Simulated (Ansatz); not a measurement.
System: PbZrO3 (Amm2, No. 38, 5 atoms in the cell; start mp-20337; a measured phase of this formula has another space group). Method: r²SCAN+rVV10 in Ansatz (PAW).

Numerical settings: plane-wave cutoff 560 eV, 8×8×8 k mesh, Fermi–Dirac smearing 0.01 eV, scalar-relativistic PAW data made under PBE.

Cell (relaxed at this level):

```yaml
crystal:
  lattice:
    - [4.12121, 0.00000, 0.00000]
    - [0.00000, 2.94009, 2.99557]
    - [0.00000, -2.94009, 2.99557]
  atoms:
    - { symbol: Zr, position: [0.50000, 0.50690, 0.50690] }
    - { symbol: Pb, position: [0.00000, 0.95057, 0.95057] }
    - { symbol: O, position: [0.50000, 0.02911, 0.56164] }
    - { symbol: O, position: [0.50000, 0.56164, 0.02911] }
    - { symbol: O, position: [0.00000, 0.55877, 0.55877] }
```

Problem. Predict the band gap, smallest direct gap on the k points sampled and Γ–Γ gap.

Solution. 
band gap: 3.07 eV
smallest direct gap on the k points sampled: 3.31 eV
Γ–Γ gap: 4.75 eV

Spin–orbit coupling is not included; with these elements it can move the gap by several tenths of an eV or more.

Computing time: very roughly 50 core-seconds.

A start named mp-… is a Materials Project structure, which need not be a measured phase.

Ansatz is a program for electronic structure.
